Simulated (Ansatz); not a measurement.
Take SiO2 in the rutile structure (space group P4_2/mnm, No. 136) as the base.

Space group P4₂/mnm (No. 136); a = b = 4.155 Å, c = 2.661 Å, α = β = γ = 90.00°

```json
[
 {"atom": "Si", "site": "2a", "symmetry": "m.mm", "x": "0.0000", "y": "0.0000", "z": "0.0000"},
 {"atom": "O", "site": "4f", "symmetry": "m.2m", "x": "0.3056", "y": "0.3056", "z": "0.0000"}
]
```

Calculations: LDA (Ansatz, an electronic-structure program), scalar-relativistic without spin-orbit coupling.

One change was made to it. Results:

| quantity | base | after |
|---|---|---|
| lattice parameter a | 4.155 Å | 4.056 Å |
| valence-band top at Γ (three highest levels, from the VBM) | 0.00, -0.91, -0.91 eV | 0.00, -0.96, -0.96 eV |
| c/a ratio | 0.641 | 0.647 |

Question: What was done to the base?
A. pressure 2.1 GPa
B. pressure 22.5 GPa
C. pressure 0.9 GPa

Answer: B, pressure 22.5 GPa. For comparison, the valence-band top at Γ in the other runs: pressure 2.1 GPa gives 0.00, -0.91, -0.91 eV; pressure 0.9 GPa gives 0.00, -0.91, -0.91 eV.

The levels and masses belong to the bands next to the band gap. Load acts through the strain it causes; cell and atoms are relaxed under it. No phonon test of stability was made. No other phases were tried under pressure.
